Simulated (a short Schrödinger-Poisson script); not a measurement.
# MOS inversion layer, SiO2 on p-type Si(100)

Stack: MOS inversion layer, SiO2 on p-type Si(100), at 300 K.

```
layer  material  thickness (nm)  Na (cm⁻³)
-----  --------  --------------  ---------
1          SiO2             1.8          -
2            Si             590     5.3e17
```

The device is made up for the run: typed textbook-type constants, with dimensions and the other settings drawn at random. SiO2: permittivity 3.9, conduction-band edge (eV) 3.15, gap (eV) 9, electron mass (mₑ) 0.5. Si: permittivity 11.7, conduction-band edge (eV) 0, gap (eV) 1.124, Nv at 300 K (cm⁻³) 3.1e19.

Channel valleys (confinement mass, in-plane density-of-states mass, number): Δ2 0.916, 0.19, 2; Δ4 0.19, 0.417, 4. At the gate the conduction-band edge of layer 1 lies 3.69 eV − eVg above the Fermi level of the channel; the field vanishes at the back. Gaps are held at their typed values at every temperature. Mesh 0.03 nm at interfaces.

From a short Schrödinger-Poisson script (our own, NumPy): 1D Poisson equation in equilibrium, electrons quantum, Hartree (BenDaniel-Duke, 12 states a valley, the channel's in-plane mass for all, wave functions free to enter the dielectric), parabolic valleys, classical holes, full ionisation, no traps, pinning or gate leakage.

```
Vg (V)  electrons (cm⁻²)  C (μF/cm²)  Δ2 E0 (meV)  Δ2 E1 (meV)  Δ4 E0 (meV)  Δ4 E1 (meV)
------  ----------------  ----------  -----------  -----------  -----------  -----------
0.45              7.81e6       0.219        356.6        417.7        402.8        503.4
0.5               4.00e7       0.214        313.9        376.4        361.0        463.9
0.55              2.07e8       0.209        271.0        334.8        319.0        424.2
0.6               1.07e9       0.208        228.0        293.1        276.8        384.2
0.65              5.55e9       0.224        185.1        251.4        234.8        344.3
0.7              2.72e10       0.311        143.6        211.1        194.1        305.6
0.75             1.09e11       0.563        107.1        176.1        158.6        272.0
0.8              3.01e11       0.881         80.2        150.7        132.8        248.0
0.85             5.92e11        1.10         61.8        134.1        115.7        232.4
0.9              9.45e11        1.24         48.6        122.9        104.0        222.2
0.95             1.34e12        1.32         38.6        114.9         95.3        214.9
1                1.75e12        1.38         30.4        108.7         88.6        209.5
1.05             2.18e12        1.42         23.6        103.8         83.2        205.3
1.1              2.63e12        1.45         17.6         99.8         78.6        201.9
1.15             3.08e12        1.47         12.3         96.4         74.6        199.1
1.2              3.54e12        1.49          7.4         93.5         71.1        196.7
1.25             4.01e12        1.51          3.0         90.9         68.0        194.7
1.3              4.48e12        1.52         -1.1         88.7         65.2        192.9
1.35             4.96e12        1.54         -4.9         86.6         62.6        191.3
1.4              5.44e12        1.55         -8.6         84.8         60.2        190.0
1.45             5.92e12        1.56        -12.0         83.2         58.0        188.7
```

Subbands count from the Fermi level.
